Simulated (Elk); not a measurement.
Worked example: self-consistent single point of Cu (Fm-3m, 1 atom in the cell) in Elk.

Method: PBE, all-electron FP-LAPW, Elk's shipped species files, APW+lo basis with extra local orbitals (Elk).

The change in words: lattice scaled by 0.98; ngridk: 10 10 10 → 15 15 15. Reference geometry:
```xyz
1
Lattice="0.0000 1.8104 1.8104 1.8104 0.0000 1.8104 1.8104 1.8104 0.0000" Properties=species:S:1:pos:R:3 pbc="T T T"
Cu     0.0000     0.0000     0.0000
```

Reference input (self-consistent single point, DFT, PBE, all-electron FP-LAPW, Elk's shipped species files, APW+lo basis with extra local orbitals): xctype = 20; rgkmax = 7.5; stype = 3; swidth = 0.00367493 Ha; ngridk = 10 10 10; gmaxvr = 14 1/bohr; nxlo = 2; lorbcnd = true; lmaxi = 2. This run's input differs from it in these lines:

```diff
@@ -28,3 +28,3 @@
 scale
-  4.838291207
+  4.741526185
 
@@ -45,3 +45,3 @@
 ngridk
-  10 10 10
+  15 15 15
```

Log, with long lists cut:

```
│ Self-consistent loop started │
│ Loop number : 1 │
 total energy                :     -1644.62441991
│ Loop number : 2 │
 total energy                :     -1645.21955822
RMS change in Kohn-Sham potential (target) :   0.4546743973     (  0.1000000000E-05)
Absolute change in total energy (target)   :   0.5951383124     (  0.1000000000E-03)
│ Loop number : 3 │
 total energy                :     -1647.02171523
RMS change in Kohn-Sham potential (target) :   0.3823294422     (  0.1000000000E-05)
Absolute change in total energy (target)   :    1.950941580     (  0.1000000000E-03)
│ Loop number : 4 │
   [... lines left out ...]
Absolute change in total energy (target)   :   0.3480072899E-03 (  0.1000000000E-03)
│ Loop number : 14 │
 total energy                :     -1655.09497075
RMS change in Kohn-Sham potential (target) :   0.1050352102E-05 (  0.1000000000E-05)
Absolute change in total energy (target)   :   0.6561115242E-05 (  0.1000000000E-03)
│ Loop number : 15 │
 total energy                :     -1655.09494179
RMS change in Kohn-Sham potential (target) :   0.2382095458E-06 (  0.1000000000E-05)
Absolute change in total energy (target)   :   0.2732210328E-04 (  0.1000000000E-03)
Convergence targets achieved

│ Loop number : 16 │

Energies :
 Fermi                       :     0.280509591019
 total energy                :     -1655.09495016

Density of states at Fermi energy :    8.033265248
 (states/Hartree/unit cell)

Estimated indirect band gap :   0.5834402336E-02
 from k-point     70 to k-point     48
Estimated direct band gap   :   0.6730938455E-01
 at k-point     48

Charges :
 core                        :    12.00000000
 valence                     :    17.00000000
 interstitial                :   0.7342454573
 muffin-tins (core leakage)
  species :    1 (Cu)
   atom    1                 :    28.26575454     (  0.2178104774E-03)
 total in muffin-tins        :    28.26575454
 total calculated charge     :    28.99295338
 total charge                :    29.00000000
 error                       :   0.7046619710E-02

│ Self-consistent loop stopped │
```

The run converged in 16 iterations. The count includes the last loop, which Elk runs after its targets are met. 

The starting cell has typed, rounded lattice constants, without a prior relaxation at this level. Its lattice was rescaled by up to half a per cent. For this run, on top of that: lattice scaled by 0.98. Spin polarisation is off. Values depend on the basis (sphere radii, cutoffs, local orbitals), which need not be converged. The log's line on a gap gives a spacing of levels on this mesh, which the program prints for metals too.
